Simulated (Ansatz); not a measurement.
O interstitial in corundum (start: void with 3O nearest, no. 1; 120-site cell, 2×2×2 Γ-centred sampling). Calculation: PBE, PAW (plane waves to 420 eV; Ansatz, a program for electronic structure). Total energies of the localised charge states, counted from that of charge +1, and their image corrections (point charge with alignment); the host's valence-band maximum lies at 7.358 eV on the cells' energy zero and its gap is 5.85 eV.

```
charge         moment (μB)  E − E(first) (eV)  correction (eV)
------  ------------------  -----------------  ---------------
+1                     1.0              0.000            0.273
0                      0.0              7.957            0.000
−1                     1.0             18.569            0.051
−2      not spin-polarised             28.267            0.351
```

Task: Derive the transition levels above the valence-band maximum and say which of them are thermodynamic.

Result: A level is the Fermi energy at which two charges have equal formation energy: ε(q/q′) = [E(q′) + corr(q′) − E(q) − corr(q)] / (q − q′) − E_VBM.
ε(+1/0) = [(7.957 + 0.000) − (0.000 + 0.273)] / 1 − 7.358 = 0.33 eV
ε(0/−1) = [(18.569 + 0.051) − (7.957 + 0.000)] / 1 − 7.358 = 3.31 eV
ε(−1/−2) = [(28.267 + 0.351) − (18.569 + 0.051)] / 1 − 7.358 = 2.64 eV
Charge −1 lies above the lower envelope where its neighbours cross, so the level that counts is ε(0/−2) = [(28.267 + 0.351) − (7.957 + 0.000)] / 2 − 7.358 = 2.97 eV.
Thermodynamic levels at least 0.1 eV inside the gap: (+1/0) at 0.33 eV; (0/−2) at 2.97 eV. They hold to tenths of an eV in this cell. Only the charges listed were compared. The geometries come from one start. Flagged in the runs: a doubtful potential alignment, a host whose relaxation on this sampling wasn't shown to rest.
